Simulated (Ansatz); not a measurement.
Data:

End structure of a constructed model of the (111) surface of fcc Ag, a pseudomorphic layer of Ta in the host's stacking (bottom of the slab: a bare face, its two planes held):

```yaml
crystal:
  lattice:
    - [2.93338, 0.00000, 0.00000]
    - [-1.46669, 2.54038, 0.00000]
    - [0.00000, 0.00000, 31.00000]
  atoms:
    - { symbol: Ag, position: [0.33333, 0.66667, 0.26173] }
    - { symbol: Ag, position: [0.66667, 0.33333, 0.33899] }
    - { symbol: Ag, position: [0.00000, 0.00000, 0.41608] }
    - { symbol: Ag, position: [0.33333, 0.66667, 0.49337] }
    - { symbol: Ag, position: [0.66667, 0.33333, 0.57100] }
    - { symbol: Ag, position: [0.00000, 0.00000, 0.64875] }
    - { symbol: Ta, position: [0.33333, 0.66667, 0.72669] }
```

Model: 7-atom slab, 14.8 Å thick at the start with caps and adatoms, 15x15x1 mesh, Fermi-Dirac 0.1 eV, dipole correction, single point; on the structure that PBE left under its start's symmetry; no spin, no spin-orbit, no U. In PBE it is, or lies within 0.01 eV a 1x1 cell of, the lowest of the 2 structures of its composition computed so far; subsurface sites and larger cells were not tried.

Problem. Predict the work function of the top face from r2SCAN, at the PBE geometry (Ansatz, a program for electronic structure).

Solution. 5.21 eV
